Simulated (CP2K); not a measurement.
Input and output of a self-consistent single point for K (Im-3m, 1 atom in the cell) (CP2K).

Method of the run: PBE, GPW, DZVP-MOLOPT-PBE-GTH basis, GTH-PBE potentials (POTENTIAL_UZH) (CP2K).

The change in words: lattice scaled by 0.98. Reference geometry:
```
CELL_PARAMETERS angstrom
      4.57261     0.00000     0.00000
     -1.52421     4.31110     0.00000
     -1.52421    -2.15555     3.73352
ATOMIC_POSITIONS crystal
  K  0.00000 0.00000 0.00000
```

Reference input (self-consistent single point, DFT PBE, GPW, DZVP-MOLOPT-PBE-GTH basis, GTH-PBE potentials (POTENTIAL_UZH)): CUTOFF = 500 Ry; REL_CUTOFF = 50 Ry; SMEAR/METHOD = GAUSSIAN; SIGMA = 0.136 eV; KPOINTS/SCHEME = MONKHORST-PACK 9 9 9; XC_FUNCTIONAL = PBE; K/BASIS_SET = DZVP-MOLOPT-PBE-GTH-q9; K/POTENTIAL = GTH-PBE-q9; METHOD = GPW; EPS_DEFAULT = 1e-10; NGRIDS = 5; SCF_GUESS = ATOMIC. This run's input differs from it in these lines:

```diff
@@ -62,4 +62,4 @@
     &CELL
-      ABC 4.57261400 4.57261428 4.57261440
-      ALPHA_BETA_GAMMA 109.47121690 109.47122329 109.47122383
+      ABC 4.48116200 4.48116206 4.48116173
+      ALPHA_BETA_GAMMA 109.47121791 109.47122637 109.47122487
       PERIODIC XYZ
```

The program printed (abridged):

```
 SCF WAVEFUNCTION OPTIMIZATION

  Step     Update method      Time    Convergence         Total energy    Change
     1 NoMix/Diag. 0.20E+00      -     0.33457277       -28.2948083959 -2.83E+01
     2 Broy./Diag. 0.20E+00      -     0.00089646       -28.2612886429  3.35E-02
     3 Broy./Diag. 0.20E+00      -     0.00388935       -28.2742926594 -1.30E-02
     4 Broy./Diag. 0.20E+00      -     0.00014921       -28.2695764604  4.72E-03
     5 Broy./Diag. 0.20E+00      -     0.00030517       -28.2684411144  1.14E-03
     6 Broy./Diag. 0.20E+00      -     0.00000735       -28.2678110556  6.30E-04
     7 Broy./Diag. 0.20E+00      -     0.00001390       -28.2680140391 -2.03E-04
     8 Broy./Diag. 0.20E+00      -     0.00000013       -28.2680497691 -3.57E-05
     9 Broy./Diag. 0.20E+00      -     0.00000056       -28.2680432638  6.51E-06
    10 Broy./Diag. 0.20E+00      -     5.8904E-09       -28.2680431764  8.74E-08
  *** SCF run converged in    10 steps ***

  Overlap energy of the core charge distribution:               0.00000000000000
  Self energy of the core charge distribution:                -60.40325995484405
  Core Hamiltonian energy:                                     14.02983904552747
  Hartree energy:                                              22.41644633828475
  Exchange-correlation energy:                                 -4.31085363140438
  Smearing free energy correction:                             -0.00021497396532
  Fermi energy:                                                 0.05933481441985

  Total energy:                                               -28.26804317640314
  Total energy (extrapolated to sigma->0):                    -28.26793568942048

   [... lines left out ...]

 STRESS| Analytical stress tensor [bar]
 STRESS|                        x                   y                   z
 STRESS|      x        3.68984789854E+03   1.74762214890E-02   2.75599434625E-02
 STRESS|      y        1.74762214890E-02   3.68985919685E+03   3.79929406221E-02
 STRESS|      z        2.75599434625E-02   3.79929406221E-02   3.68990862266E+03
 STRESS| 1/3 Trace                                             3.68987190602E+03
```

The run converged in 10 iterations. Against the reference run the free energy goes up by 6.2 meV/atom and the pressure goes from 0.10 to 0.37 GPa.

The starting cell has typed, rounded lattice constants, without a prior relaxation at this level. For this run, on top of that: lattice scaled by 0.98. Values carry the incompleteness of an atom-centred basis.
